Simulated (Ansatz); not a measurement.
Consider SrTiO$_{3}$ in the cubic perovskite structure (space group Pm-3m, No. 221).

```yaml
crystal:
  lattice:
    - [3.90695, 0.00000, 0.00000]
    - [0.00000, 3.90695, 0.00000]
    - [0.00000, 0.00000, 3.90695]
  atoms:
    - { symbol: Sr, position: [0.00000, 0.00000, 0.00000] }
    - { symbol: Ti, position: [0.50000, 0.50000, 0.50000] }
    - { symbol: O, position: [0.00000, 0.50000, 0.50000] }
    - { symbol: O, position: [0.50000, 0.50000, 0.00000] }
    - { symbol: O, position: [0.50000, 0.00000, 0.50000] }
```

Cartesian axes are those of the cell as printed.

Level of theory: Ansatz (a program for electronic structure) r2SCAN, scalar-relativistic without spin-orbit coupling.

For the base:

```
Quantity     Value
--------  --------
Band gap   2.26 eV
Pressure  0.00 GPa
```

One thing is altered: biaxial strain +2.56 %, plane normal [001], relaxed out of plane (Cartesian); in-plane vectors clamped, the third vector and the atoms free.

Task: How does this affect the band gap?

Result: The band gap falls by 0.14 eV to 2.12 eV.

Task: Predict the new energy relative to the base.

Result: The energy grows by 18 meV/atom.

Task: Estimate the effect on the ratio −ε⊥/ε∥.

Result: The ratio −ε⊥/ε∥ comes out as 0.56.

Task: How does this affect the pressure?

Result: The pressure (mean of the normal stresses, compression positive) goes from zero to -5.89 GPa.

Whether these cells are dynamically stable was not tested. The final runs are not spin-polarised. Many cubic perovskites are stable only at high temperature; tilts and polar distortions were not tested.
